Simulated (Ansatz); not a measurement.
Hypothetical P6/mmm Cs3P under a change: tensor shear ε_yz = +3.88 %

The parent structure is Cs$_{3}$P (space group P6/mmm, No. 191; a = 6.359 Å, c = 6.899 Å; a hypothetical phase, not in the database extracts checked). Axes: x lies along a and z along c of the hexagonal cell.

The change: tensor shear ε_yz = +3.88 % (engineering shear γ = 0.0776), atoms relaxed at fixed cell.

Level of theory: Kohn–Sham DFT with the PBEsol functional, run in Ansatz (a first-principles code) with PAW and 420 eV plane waves, without spin-orbit coupling. Settings: 9×9×7 k-points, 0.05 eV Fermi–Dirac smearing.

Space group: C2/m (No. 12) (base P6/mmm (No. 191))
Energy relative to the base (free energy F): +1.7 meV/atom
Pressure (mean of the normal stresses, compression positive): 0.0 GPa (base 0.0 GPa)
Band gap: zero (base zero)
Stress (xx, yy, zz, yz, xz, xy; compression positive): (0.0, 0.0, 0.0, -0.1, 0.0, 0.0) GPa (rough)

Final structure:

```xyz
4
Lattice="6.3590 0.0000 0.0000 -3.1795 5.5071 0.2137 0.0000 0.2677 6.8987" Properties=species:S:1:pos:R:3 pbc="T T T"
Cs     0.0000     0.1338     3.4493
Cs     0.0000     3.6714     0.1425
Cs     3.1795     1.8357     0.0712
P      0.0000     0.0000     0.0000
```

Without a gap, meshes like the base's 9×9×7 leave anisotropic stresses uncertain by several tenths of a GPa, and small strain energies with them. The cells carry an imposed strain or load. Whether these cells are dynamically stable was not tested. The final runs are not spin-polarised. The zero or small gap of Cs3P can change with the level of theory.
